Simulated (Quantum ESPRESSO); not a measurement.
# Variants of one calculation on ErAlCu (P-62m, 9 atoms in the cell)

```yaml
crystal:
  lattice:
    - [6.93939, 0.00000, 0.00000]
    - [-3.46970, 6.00969, 0.00000]
    - [0.00000, 0.00000, 3.97143]
  atoms:
    - { symbol: Er, position: [0.41490, 0.00000, 0.50000], spin: 3.0 }
    - { symbol: Er, position: [0.58510, 0.58510, 0.50000], spin: 3.0 }
    - { symbol: Er, position: [0.00000, 0.41490, 0.50000], spin: 3.0 }
    - { symbol: Al, position: [0.76558, 0.00000, 0.00000] }
    - { symbol: Al, position: [0.23442, 0.23442, 0.00000] }
    - { symbol: Al, position: [0.00000, 0.76558, 0.00000] }
    - { symbol: Cu, position: [0.33333, 0.66667, 0.00000] }
    - { symbol: Cu, position: [0.66667, 0.33333, 0.00000] }
    - { symbol: Cu, position: [0.00000, 0.00000, 0.50000] }
```
(The spins are starting values, not results.)

Base run A: PBEsol, SSSP 1.1.2 efficiency (PBE) pseudopotentials (Quantum ESPRESSO), self-consistent single point.

Its settings: ecutwfc = 50 Ry; ecutrho = 400 Ry; occupations = smearing; smearing = cold; degauss = 0.0073499 Ry; nspin = 2; input_dft = pbesol; K_POINTS = automatic 3 3 4 0 0 0; conv_thr = 1e-09 Ry; mixing_beta = 0.4.

The starting cell comes from a database of computed structures (which also holds hypothetical and non-ambient phases and stackings), without a prior relaxation at this level. Its lattice was rescaled by a random factor within 2.5 % of one. The magnetic order is the one reached from the typed start; others were not searched systematically. With U or open f shells several self-consistent states can exist. The f electrons are in the valence without U or exact exchange, which can misplace them near the Fermi level. Spin-orbit terms, which matter for f shells, are left out. Without a gap this mesh is coarse (it stands for a supercell whose shortest vector is 16 Å).

ΔF is the free energy per atom less that of run A. 

Run A gave: pressure (GPa) -0.75; largest force (eV/Å) 0.263; size of the net moment (μB/atom) 0.98.

Runs:
- B: ecutrho: 400 Ry → 200 Ry
- C: smearing: cold → gauss; degauss: 0.0073499 Ry → 0.0147 Ry

Q: What does run C change against A?

A: The free energy falls by 21.1 meV/atom, the pressure goes from -0.75 to -0.51 GPa, the largest force goes from 0.263 to 0.273 eV/Å and the size of the net moment goes from 0.98 to 0.91 μB/atom.

| run | ΔF (meV/atom) | pressure (GPa) | largest force (eV/Å) | size of the net moment (μB/atom) |
|---|---|---|---|---|
| A | 0.00 | -0.75 | 0.263 | 0.98 |
| B | 0.08 | -0.72 | 0.263 | 0.98 |
| C | -21.1 | -0.51 | 0.273 | 0.91 |
